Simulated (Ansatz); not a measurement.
Al3BC (space group P6_3/mmc, No. 194; a cell from a computed database, its experimental status unchecked)

```cif
data_C2Al6B2
_chemical_formula_sum 'Al6 B2 C2'
_space_group_name_H-M_alt 'P 1'
_space_group_IT_number 1
_cell_length_a 3.48510
_cell_length_b 3.48510
_cell_length_c 11.49918
_cell_angle_alpha 90.000
_cell_angle_beta 90.000
_cell_angle_gamma 120.000
loop_
_space_group_symop_operation_xyz
  'x, y, z'
loop_
_atom_site_label
_atom_site_type_symbol
_atom_site_fract_x
_atom_site_fract_y
_atom_site_fract_z
_atom_site_occupancy
Al1 Al 0.66667 0.33333 0.92426 1
Al2 Al 0.33333 0.66667 0.07574 1
Al3 Al 0.33333 0.66667 0.42426 1
Al4 Al 0.66667 0.33333 0.57574 1
Al5 Al 0.00000 0.00000 0.75000 1
Al6 Al 0.00000 0.00000 0.25000 1
B1 B 0.00000 0.00000 0.00000 1
B2 B 0.00000 0.00000 0.50000 1
C1 C 0.33333 0.66667 0.25000 1
C2 C 0.66667 0.33333 0.75000 1
```

All numbers come from Ansatz (an electronic-structure program), PBEsol, PAW, cutoff 420 eV, scalar-relativistic without spin-orbit coupling. Γ-centred 11×11×3 mesh, Fermi–Dirac width 0.05 eV.

```json
{
 "volume_per_atom": "12.10 Å³",
 "density": "2.85 g/cm³",
 "band_gap": "0.39 eV, indirect, Γ → M",
 "total_energy": "-394.692 eV/atom (σ→0; compares only within this code and set-up)"
}
```

Whether these cells are dynamically stable was not tested.
